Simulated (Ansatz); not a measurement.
Worked calculations on one periodic cell of amorphous B32N36Si3: B32N36Si3, 71 atoms, volume 756.5 Å³, made by a melt-quench on the CHGNet potential and relaxed with DFT. N atoms were pushed apart under 1.9 Å during the dynamics, to hinder bonds among them. It is a model cell: composition and starting density were chosen by hand, and all elements were melted together. Cycles of charging were run to anneal it. Method: PBE, scalar-relativistic without spin-orbit coupling (plane waves to 420 eV, PAW; Ansatz, a program for electronic structure). Sampling: a 2×2×2 Γ-centred mesh; Fermi-Dirac width 0.02 eV; no spin polarisation. Its volume was held where the quench left it, its shape was held as a cube, and it stands at a mean pressure of 0.1 GPa with stress components up to 3.3 GPa; the relaxation ran on the zone centre alone. Its density went from a set 2.05 to 2.05 g/cm³. The cell is small and was quenched far faster than a real film, so it is one sample of the glass.

### Question
Count formal charges (B +3, N -3, Si +4). What does the count lead one to expect at the Fermi level, and what does the calculation give?

### Answer
32 × (+3) + 36 × (-3) + 3 × (+4) = 0. The charges balance, so the anion-derived valence states can be full and a gap can open. On this mesh the highest filled and lowest empty level lie 2.31 eV apart, the PBE gap of this cell.

Four energies for a hole at PBE on the zone centre alone (charged cells in a uniform background, spin-polarised): neutral at the neutral geometry -20773.311 eV; charged at the neutral geometry -20777.597 eV; charged and relaxed -20777.762 eV; neutral at the charged geometry -20772.547 eV.

### Question
Find the two relaxation energies and their sum, the reorganisation energy.

### Answer
On charging: -20777.597 − (-20777.762) = 0.165 eV. On discharging: -20772.547 − (-20773.311) = 0.764 eV. The sum is 0.929 eV. The carrier's level spreads over 4 of the 71 atoms' worth, so it counts as localised, most on one N atom with neighbours B 1.45 Å, B 1.48 Å, Si 1.71 Å (neutral geometry). The values are uncorrected: the image energy of a point charge in this cell, 2.84 × 14.40 / (2 × 9.1) = 2.2 eV before screening, is screened by electrons alone at the fixed geometry and by ions too after relaxing, and the carrier can be spread before it relaxes, so each term can be off by up to that value times 1/ε∞, some tenths of an eV. PBE's self-interaction favours spread-out carriers, so a hybrid can localise more.
